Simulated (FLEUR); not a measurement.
Band structure of V₆FeNi (Pm-3, 8 atoms in the cell).

```
V6FeNi
1.0
    4.62972     0.00000     0.00000
    0.00000     4.62972     0.00000
    0.00000     0.00000     4.62972
V Fe Ni
6 1 1
Direct
  0.00000   0.50000   0.74791
  0.00000   0.50000   0.25209
  0.74791   0.00000   0.50000
  0.25209   0.00000   0.50000
  0.50000   0.74791   0.00000
  0.50000   0.25209   0.00000
  0.50000   0.50000   0.50000
  0.00000   0.00000   0.00000
```

Level of theory: FLEUR with PBEsol, all-electron FLAPW (FLEUR), scalar-relativistic valence.

Settings: Kmax = 4 1/bohr; GmaxXC = 16 1/bohr; xcFunctional = PBEs; jspins = 1; l_soc = F; mode = hist; fermiSmearingEnergy = 0.00367493 Htr; mesh (inpgen div1-3) = 5 5 5; inpgen gamma flag = false; Gmax = 16 1/bohr; numbands = 0; maxIterBroyd = 15; imix = Anderson; alpha = 0.05.

The starting cell comes from a database of computed structures (which also holds hypothetical and non-ambient phases and stackings), without a prior relaxation at this level. Spin polarisation is off. Values depend on the basis (sphere radii, cutoffs, local orbitals), which need not be converged.

Levels in eV from the Fermi level, bands 52 to 59:
```csv
point,52,53,54,55,56,57,58,59
Γ,-1.06,-1.06,-1.06,-0.85,-0.85,0.48,0.48,0.73
X,-0.31,-0.28,-0.24,-0.19,-0.06,0.07,0.42,0.48
M,-0.89,-0.23,-0.15,0.21,0.32,0.39,0.88,0.89
R,-0.74,-0.51,-0.51,-0.51,0.67,0.67,0.67,1.14
```
